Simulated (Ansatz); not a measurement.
Base system: MgS in the rock salt structure (space group Fm-3m, No. 225; a = 5.2051 Å). Axes: x, y, z lie along the cube axes.

Method: plane-wave PAW DFT at the r2SCAN level (Ansatz, a first-principles code, 500 eV), without spin-orbit coupling, earlier PAW set.

Base values:

The pressure comes out as 0.00 GPa and the valley order comes out as X along ⟨100⟩ 3.47 eV; Γ 4.64 eV.

The change: strain tensor (xx, yy, zz, yz, xz, xy) = (−0.22, +2.03, +1.34, +0.73, +0.17, −0.10) %; the atoms relax in the strained cell.

Question: How does this affect the pressure?

Answer: The pressure (mean of the normal stresses, compression positive) goes from zero to -2.28 GPa.

Question: Estimate the effect on the valley order.

Answer: The valley order (the lowest conduction-band minima on the path, energy above the VBM, named in the base's zone) goes from X along ⟨100⟩ 3.47 eV; Γ 4.64 eV to X along [100] 3.24 eV; X along [001] 3.32 eV; X along [010] 3.36 eV; Γ 4.29 eV.

The levels and masses belong to the bands next to the band gap. Stability against distortions was not tested.
